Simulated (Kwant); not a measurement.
System: In0.53Ga0.47As/In0.52Al0.48As stack with 1 barrier. One parabolic valley. Leads of mass 0.041 mₑ with the band edge at 0; grid 0.1 nm; bias 0 V, dropping linearly over the stack.

| layer | thickness (nm) | band offset (eV) | mass (mₑ) |
|---|---|---|---|
| 1 | 2.7 | 0.52 | 0.075 |

Constants are typed, rounded textbook-type inputs, not results; the design itself was drawn at random and stands for no fabricated device.

Model: one-band effective-mass tight-binding model in one dimension, coherent, no space charge (Kwant).

Sweep values stay those of the base run.

The thickness of the first barrier was swept, all else fixed.

```json
[
 {"thickness of the first barrier (nm)": "1.6", "transmission at E = 0.3273 eV": "0.36", "transmission at E = 0.4454 eV": "0.42", "mean transmission over the sweep": "0.27", "transmission at E = 0.1109 eV": "0.18"},
 {"thickness of the first barrier (nm)": "2.2", "transmission at E = 0.3273 eV": "0.18", "transmission at E = 0.4454 eV": "0.26", "mean transmission over the sweep": "0.13", "transmission at E = 0.1109 eV": "0.066"},
 {"thickness of the first barrier (nm)": "2.7", "transmission at E = 0.3273 eV": "0.10", "transmission at E = 0.4454 eV": "0.17", "mean transmission over the sweep": "0.069", "transmission at E = 0.1109 eV": "0.028"},
 {"thickness of the first barrier (nm)": "3.2", "transmission at E = 0.3273 eV": "0.056", "transmission at E = 0.4454 eV": "0.11", "mean transmission over the sweep": "0.038", "transmission at E = 0.1109 eV": "0.011"},
 {"thickness of the first barrier (nm)": "3.8", "transmission at E = 0.3273 eV": "0.027", "transmission at E = 0.4454 eV": "0.069", "mean transmission over the sweep": "0.019", "transmission at E = 0.1109 eV": "0.0039"}
]
```

From the first row to the last the transmission at E = 0.3273 eV goes from 0.36 to 0.027. From the first row to the last the transmission at E = 0.4454 eV goes from 0.42 to 0.069.
